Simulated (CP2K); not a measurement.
Input and output of a self-consistent single point for Al₃Ir (P6_3/mmc, 8 atoms in the cell) (CP2K).

Level of theory: PBEsol, GPW, TZVP-MOLOPT-SR-GTH basis, GTH-PBE potentials (GTH_POTENTIALS) in CP2K 2026.2.

The change in words: lattice scaled by 0.98. Reference geometry:
```
CELL_PARAMETERS angstrom
      4.37347     0.00000     0.00000
     -2.18673     3.78753     0.00000
      0.00000     0.00000     7.92811
ATOMIC_POSITIONS crystal
  Al 0.00000 0.00000 0.25000
  Al 0.00000 0.00000 0.75000
  Al 0.33333 0.66667 0.57989
  Al 0.66667 0.33333 0.42011
  Al 0.66667 0.33333 0.07989
  Al 0.33333 0.66667 0.92011
  Ir 0.33333 0.66667 0.25000
  Ir 0.66667 0.33333 0.75000
```

Reference input (self-consistent single point, DFT PBEsol, GPW, TZVP-MOLOPT-SR-GTH basis, GTH-PBE potentials (GTH_POTENTIALS)): CUTOFF = 500 Ry; REL_CUTOFF = 50 Ry; SMEAR/METHOD = GAUSSIAN; SIGMA = 0.136 eV; KPOINTS/SCHEME = MONKHORST-PACK 7 7 4; GAMMA_CENTERED = T; XC_FUNCTIONAL = PBE:PBESOL; Al/BASIS_SET = TZVP-MOLOPT-SR-GTH-q3; Al/POTENTIAL = GTH-PBE-q3; Ir/BASIS_SET = TZVP-MOLOPT-SR-GTH-q17; Ir/POTENTIAL = GTH-PBE-q17; METHOD = GPW. This run's input differs from it in these lines:

```diff
@@ -67,4 +67,4 @@
     &CELL
-      ABC 4.37346700 4.37346766 7.92810700
-      ALPHA_BETA_GAMMA 90.00000000 90.00000000 120.00000256
+      ABC 4.28599800 4.28599787 7.76954500
+      ALPHA_BETA_GAMMA 90.00000000 90.00000000 120.00000099
       PERIODIC XYZ
@@ -72,10 +72,10 @@
     &COORD
-      Al       0.00000000     0.00000000     1.98202675
-      Al       0.00000000     0.00000000     5.94608025
-      Al      -0.00000252     2.52502393     4.59742997
-      Al       2.18673552     1.26251007     3.33067703
-      Al       2.18673552     1.26251007     0.63337647
-      Al      -0.00000252     2.52502393     7.29473053
-      Ir      -0.00000252     2.52502393     1.98202675
-      Ir       2.18673552     1.26251007     5.94608025
+      Al       0.00000000     0.00000000     1.94238625
+      Al       0.00000000     0.00000000     5.82715875
+      Al      -0.00000214     2.47452324     4.50548145
+      Al       2.14300114     1.23725976     3.26406355
+      Al       2.14300114     1.23725976     0.62070895
+      Al      -0.00000214     2.47452324     7.14883605
+      Ir      -0.00000214     2.47452324     1.94238625
+      Ir       2.14300114     1.23725976     5.82715875
     &END COORD
```

Log, with long lists cut:

```
 SCF WAVEFUNCTION OPTIMIZATION

  Step     Update method      Time    Convergence         Total energy    Change
     1 NoMix/Diag. 0.30E+00      -     0.79693597      -225.2592962523 -2.25E+02
     2 Broy./Diag. 0.30E+00      -     0.02368010      -223.4828737341  1.78E+00
     3 Broy./Diag. 0.30E+00      -     0.06207883      -223.2877672008  1.95E-01
     4 Broy./Diag. 0.30E+00      -     0.04702038      -223.7503876707 -4.63E-01
     5 Broy./Diag. 0.30E+00      -     0.00586871      -223.2551294309  4.95E-01
     6 Broy./Diag. 0.30E+00      -     0.00452278      -223.3627492462 -1.08E-01
   [... 5 lines left out ...]
    12 Broy./Diag. 0.30E+00      -     0.00001892      -223.3737009938 -4.04E-04
    13 Broy./Diag. 0.30E+00      -     0.00000152      -223.3737096685 -8.67E-06
    14 Broy./Diag. 0.30E+00      -     0.00000220      -223.3736904475  1.92E-05
    15 Broy./Diag. 0.30E+00      -     0.00000007      -223.3736816847  8.76E-06
  *** SCF run converged in    15 steps ***

  Overlap energy of the core charge distribution:               0.00000000045078
  Self energy of the core charge distribution:               -353.55880568992728
  Core Hamiltonian energy:                                     77.75018650321519
  Hartree energy:                                              78.47230218468931
  Exchange-correlation energy:                                -26.03670355396583
  Smearing free energy correction:                             -0.00066112906282
  Fermi energy:                                                 0.37057586247934

  Total energy:                                              -223.37368168472290
  Total energy (extrapolated to sigma->0):                   -223.37335112019147

                     Mulliken Population Analysis

   [... lines left out ...]

 STRESS| Analytical stress tensor [bar]
 STRESS|                        x                   y                   z
 STRESS|      x       -5.26250701062E+03  -6.27464146810E-01  -4.66137155256E-07
 STRESS|      y       -6.27464146810E-01  -5.26300242179E+03   3.43500522023E-01
 STRESS|      z       -4.66137155256E-07   3.43500522023E-01  -6.55353996268E+03
 STRESS| 1/3 Trace                                            -5.69301646503E+03
```

The run converged in 15 iterations. Against the reference run the free energy falls by 29.5 meV/atom, the pressure goes from -8.76 to -0.57 GPa and the largest force goes from 0.087 to 0.068 eV/Å.

The starting cell comes from a database of computed structures (which also holds hypothetical and non-ambient phases and stackings), without a prior relaxation at this level. Its lattice was rescaled by a random factor within 2.5 % of one. For this run, on top of that: lattice scaled by 0.98. Spin polarisation is off. Values carry the incompleteness of an atom-centred basis. The potentials were made for another functional than the one used.

Cost on one core of a shared machine: roughly 2 min.
